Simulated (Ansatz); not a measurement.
**MgO (P6₃mc, No. 186, 4 atoms in the cell; start mp-549706; a measured phase of this formula has another space group)**

Level of theory: LDA in Ansatz (PAW).

Run with plane-wave cutoff 520 eV, 12×12×8 k mesh (along the axes of the cell as run), Fermi–Dirac smearing 0.01 eV, scalar-relativistic PAW data made under PBE.

Cell (relaxed at this level):

Space group P6₃mc (No. 186); a = b = 3.276 Å, c = 4.901 Å, α = β = 90.00°, γ = 120.00°

```
atom  site  symmetry       x       y       z
----  ----  --------  ------  ------  ------
Mg      2b       3m.  0.3333  0.6667  0.0011
O       2b       3m.  0.3333  0.6667  0.4035
```

```
Property             Value
--------  ----------------
band gap  3.54 eV (direct)
```

A start named mp-… is a Materials Project structure, which need not be a measured phase.

Ansatz is a program for electronic structure.
